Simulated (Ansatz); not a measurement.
For Ge₃Mo₅ (I4/mcm, No. 140; cell taken from a computed entry), PBEsol in Ansatz (PAW) gives:

| Quantity | Value |
|---|---|
| equilibrium lattice constant a | 9.795 Å |
| c axis length | 4.933 Å |

What does r²SCAN in Ansatz (PAW) give for the same quantities?


- lattice constant a: 9.846 Å (grows by 0.5 %)
- lattice parameter c: 4.960 Å (goes up by 0.5 %)

Changes are worked out from the printed values.

Unless a cell is named, each level is at its own relaxed cell (PBEsol 14.79, r²SCAN 15.03 Å³/atom).

Caveats: the relaxation could not lower the start's symmetry, so the cell can be a saddle point above a distorted one (PBEsol, r²SCAN). Ansatz's density-functional and Hartree–Fock values are scalar-relativistic unless marked +SOC, with PAW data made under PBE.

Ansatz is an electronic-structure program.
